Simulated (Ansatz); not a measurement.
Take La₂O₃ (space group P-3m1, No. 164; a = 3.9061 Å, c = 6.0400 Å) as the base. Axes: x lies along a and z along c of the hexagonal cell.

One thing is altered: uniaxial strain ε_zz = +2.17 %, all other strain components held at zero; the atoms relax in the strained cell.

Levels (all Ansatz, an electronic-structure program, PAW): PBEsol (420 eV, without spin-orbit coupling); r2SCAN (500 eV, no spin-orbit coupling).

The geometry is relaxed with PBEsol.

- PBEsol pressure = -2.11 GPa
- PBEsol lowest conduction level above the VBM at special points = M 3.78 eV; K 3.80 eV; H 4.18 eV; Γ 4.19 eV
- PBEsol smallest direct gap = 3.86 eV

With r2SCAN at the same geometry, the pressure rises by 3.71 GPa, from -2.11 GPa to 1.60 GPa; the lowest conduction level above the VBM at special points goes from M 3.78 eV; K 3.80 eV; H 4.18 eV; Γ 4.19 eV to M 4.30 eV; K 4.26 eV; H 4.66 eV; Γ 4.76 eV; the smallest direct gap grows by 0.48 eV, from 3.86 eV to 4.34 eV.

Single points use the geometry relaxed with PBEsol. Their cutoffs differ, which shifts pressures a little. Stability against distortions was not tested.
